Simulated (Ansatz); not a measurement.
Here is the system:

```xyz
8
Lattice="5.3349 0.0000 0.0000 0.0000 5.3349 0.0000 2.6674 -2.6674 5.5624" Properties=species:S:1:pos:R:3 pbc="T T T"
Zn     0.0000     0.0000     0.0000
Zn     2.6674     0.0000     2.7812
Ge     2.6674     2.6674     0.0000
Ge     5.3349     2.6674     2.7812
P      4.0012     1.3395     1.3906
P      4.0070    -1.3337     4.1718
P      1.3337     3.9954     1.3906
P      6.6628     1.3337     4.1718
```

No spin polarisation.

The values are results of Kohn–Sham DFT with the PBE functional, run in Ansatz (a program for electronic structure) with PAW and 420 eV plane waves, without spin-orbit coupling, not measurements. Γ-centred 9×9×9 mesh, Fermi–Dirac width 0.05 eV.

Predict the space group.

I-42d (No. 122).

What is the computed pressure (mean of the normal stresses, compression positive)?

2.80 GPa.

The cells carry an imposed strain or load. Whether these cells are dynamically stable was not tested. The cell was made from ZnGeP₂ in the chalcopyrite structure (space group I-42d, No. 122) by this change: biaxial strain −3.00 %, plane normal [001], relaxed out of plane.
